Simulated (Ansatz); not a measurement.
Take BAs in the zinc blende structure (space group F-43m, No. 216; a = 4.784 Å) as the base.

The values are results of r2SCAN (Ansatz, a quantum-chemistry and plane-wave program, PAW, no SOC), not measurements.

Before the change:

| Property | Value |
|---|---|
| Band gap | 1.38 eV |
| Hole mass | 0.21, 0.22, 0.22 mₑ (at Γ) |
| Gap character | indirect, Γ → Γ–X (76 % along) |
| Width of the top valence band | 5.41 eV |
| Lattice parameter a | 4.784 Å |

Now apply this change: full substitution As → Bi; the structure is relaxed again.

Tabulated Pauling electronegativity and covalent radius: As 2.18, 1.19 Å; Bi 2.02, 1.48 Å.

Q: How does this affect the band gap?

A: The band gap drops by 0.99 eV to 0.39 eV.

Q: Estimate the effect on the hole mass.

A: The hole mass (degenerate bands, along [100]) becomes 0.025, 0.21, 0.21 mₑ (at Γ) (base: 0.21, 0.22, 0.22 mₑ (at Γ)).

Q: Estimate the effect on the gap character.

A: The gap character changes from indirect, Γ → Γ–X (76 % along) to direct at Γ.

Q: Estimate the effect on the width of the top valence band.

A: The width of the top valence band drops by 1.05 eV to 4.36 eV.

Q: How does this affect the lattice parameter a?

A: The lattice parameter a increases by 0.707 Å (4.784 Å → 5.491 Å).

Spin-orbit coupling, missing from the scalar runs, can matter with Bi. Masses are band curvatures over ±0.01 Å⁻¹ around the edge. No phonon test of stability was made. As relaxed here, BiB is a hypothetical phase, not in the database extracts checked.
